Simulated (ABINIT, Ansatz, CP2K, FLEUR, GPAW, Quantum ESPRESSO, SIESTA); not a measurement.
## One structure in several programs: TaNbAl6 (P4/mmm, 8 atoms in the cell)

Self-consistent single point, at a second geometry (lattice scaled by 0.98). First geometry:

```
TaNbAl6
1.0
    3.91003     0.00000     0.00000
    0.00000     3.91003     0.00000
    0.00000     0.00000     8.70543
Ta Al Nb
1 6 1
Cartesian
  1.95502   1.95502   4.35271
  1.95502   1.95502   0.00000
  0.00000   0.00000   4.35271
  0.00000   1.95502   2.18593
  0.00000   1.95502   6.51950
  1.95502   0.00000   2.18593
  1.95502   0.00000   6.51950
  0.00000   0.00000   0.00000
```

Shared settings, as Ansatz (a first-principles code) writes them: kpoints.mp_grid.grid = 7 7 3; scf.occupations.method = fermi_dirac; scf.occupations.width = 0.05 eV. Potentials and cutoffs stand in the table.

```csv
code,model,ΔF from the first geometry (meV/atom),pressure (GPa),largest force (eV/Å),cutoff
GPAW,"PBEsol, GPAW PAW datasets PBEsol (made by gpaw-setup)",-24.0,-0.10,0.044,550 eV
Quantum ESPRESSO,"PBEsol, PseudoDojo standard norm-conserving (PBESOL) pseudopotentials",-25.9,-0.45,0.034,85 Ry
SIESTA,"GGA PBEsol, numerical atomic orbitals TZP, PseudoDojo PBEsol standard norm-conserving potentials (rewritten from UPF to PSML)",-28.5,-0.79,0.042,grid 400 Ry
FLEUR,"PBEsol, all-electron FLAPW (FLEUR), scalar-relativistic valence",-24.8,–,0.034,Kmax 4.3 1/bohr
CP2K,"PBEsol, GPW, DZVP-MOLOPT-PBE-GTH basis, GTH-PBE potentials (POTENTIAL_UZH)",-14.8,1.50,0.014,grid 500 Ry
Ansatz,"PBEsol, PAW files made with PBE",-25.4,-0.39,0.035,default
ABINIT,"PBEsol, PAW (JTH v2.0 PBE PAW, files made for PBE)",-23.8,-0.24,0.038,571 eV
```

A dash marks a value that a program does not give, or that is left out as unsure.

On Ansatz's run: spin-orbit coupling is off. Spin polarisation is off.

The spread over the programs that give each value: ΔF from the first geometry within 13.7 meV/atom; pressure within 2.29 GPa; largest force within 0.030 eV/Å.

SIESTA and CP2K use small atom-centred bases, whose incompleteness enters pressures, forces and empty levels differently from a plane-wave cutoff. FLEUR treats all electrons, but the usual bases taken here (sphere radii, linearisation, local orbitals, empty states) were not tested for convergence, so the values are no reference for the others. Ansatz's pressure is given at a fixed set of plane waves, as the other plane-wave codes print theirs. In the pressure, CP2K (by 1.82) lies more than 1 GPa from the median of the plane-wave programs.

The starting cell comes from a database of computed structures (which also holds hypothetical and non-ambient phases and stackings), without a prior relaxation at this level. Its lattice was rescaled by a random factor within 2.5 % of one. For this run, on top of that: lattice scaled by 0.98.

Keys are those of Ansatz 0.2.
